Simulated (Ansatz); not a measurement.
Data:

```
ZnS
1.0
    0.00000     2.72183     2.72183
    2.72183     0.00000     2.72183
    2.72183     2.72183     0.00000
Zn S
1 1
Direct
  0.00000   0.00000   0.00000
  0.25000   0.25000   0.25000
```

The numbers are results of PBE with spin-orbit coupling, rigid bands (plane waves, PAW; Ansatz, a first-principles code), not measurements. Condition of this run: functional PBE, cell relaxed with it. Geometry: cell and atoms relaxed with PBE.

Problem. Predict the hole conductivity mass (n e² τ/σ) at 300 K, by direction if it differs.

Solution. 0.92 mₑ.

Problem. What conductivity effective mass do dilute electrons have at 300 K?

Solution. 0.179 mₑ.

Problem. And the band gap?

Solution. 1.99 eV at this level; semilocal functionals usually fall short of the measured gap.

Rigid bands, one relaxation time for all states, no polarons.
